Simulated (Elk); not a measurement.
Band structure of ScBi (Fm-3m, 2 atoms in the cell).

```yaml
crystal:
  lattice:
    - [0.00000, 3.07776, 3.07776]
    - [3.07776, 0.00000, 3.07776]
    - [3.07776, 3.07776, 0.00000]
  atoms:
    - { symbol: Sc, position: [0.50000, 0.50000, 0.50000] }
    - { symbol: Bi, position: [0.00000, 0.00000, 0.00000] }
```

Computed with LDA (PW92), all-electron FP-LAPW, Elk's shipped species files, APW+lo basis with extra local orbitals (Elk).

Settings: xctype = 3; rgkmax = 7.5; stype = 0; swidth = 0.00734986 Ha; ngridk = 8 8 8; gmaxvr = 16 1/bohr; nxlo = 2; lorbcnd = true; lmaxi = 3.

The starting cell comes from a database of computed structures (which also holds hypothetical and non-ambient phases and stackings), without a prior relaxation at this level. Its lattice was rescaled by a random factor within 2.5 % of one. Spin-orbit coupling is off. Values depend on the basis (sphere radii, cutoffs, local orbitals), which need not be converged.

Levels in eV from the Fermi level, bands 10 to 17:
```json
[
 {"point": "Γ", "10": "-11.45", "11": "0.61", "12": "0.61", "13": "0.61", "14": "0.94", "15": "0.94", "16": "1.04", "17": "1.04"},
 {"point": "X", "10": "-10.34", "11": "-3.38", "12": "-0.93", "13": "-0.93", "14": "-0.33", "15": "1.34", "16": "1.72", "17": "1.72"},
 {"point": "W", "10": "-10.24", "11": "-2.68", "12": "-2.68", "13": "-2.24", "14": "1.37", "15": "1.37", "16": "1.60", "17": "1.71"},
 {"point": "K", "10": "-10.27", "11": "-3.04", "12": "-2.80", "13": "-1.32", "14": "0.63", "15": "1.54", "16": "1.79", "17": "1.91"},
 {"point": "L", "10": "-10.38", "11": "-4.33", "12": "-1.54", "13": "-1.54", "14": "1.41", "15": "1.41", "16": "1.59", "17": "3.13"},
 {"point": "U", "10": "-10.27", "11": "-3.04", "12": "-2.80", "13": "-1.32", "14": "0.63", "15": "1.54", "16": "1.79", "17": "1.91"}
]
```

Bands cross the Fermi level along this path, so the cell is metallic at this level.
